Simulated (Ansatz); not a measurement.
Take SiC (space group P6_3mc, No. 186; a = 3.058 Å, c = 10.012 Å) as the base. Axes: x lies along a and z along c of the hexagonal cell.

The values are results of LDA in Ansatz (plane waves to 420 eV, PAW, spin-orbit coupling left out), not measurements.

Strains are applied to the cell and any free atomic positions relax.

One change was made to it. Results:

```json
[
 {"quantity": "width of the top valence band", "base": "2.48 eV", "after": "2.64 eV"},
 {"quantity": "smallest direct gap", "base": "3.31 eV", "after": "3.19 eV"},
 {"quantity": "band gap", "base": "2.18 eV", "after": "1.99 eV"}
]
```

Question: Which change produced these results?
A) uniaxial strain ε_zz = +2.25 %
B) uniaxial strain ε_zz = +3.00 %
C) uniaxial strain ε_zz = +1.50 %
D) uniaxial strain ε_zz = +0.75 %

Answer: B, uniaxial strain ε_zz = +3.00 %. For comparison, the band gap in the other runs: uniaxial strain ε_zz = +1.50 % gives 2.08 eV; uniaxial strain ε_zz = +0.75 % gives 2.13 eV; uniaxial strain ε_zz = +2.25 % gives 2.03 eV.

No phonon test of stability was made.

Ansatz is a quantum-chemistry and plane-wave program.
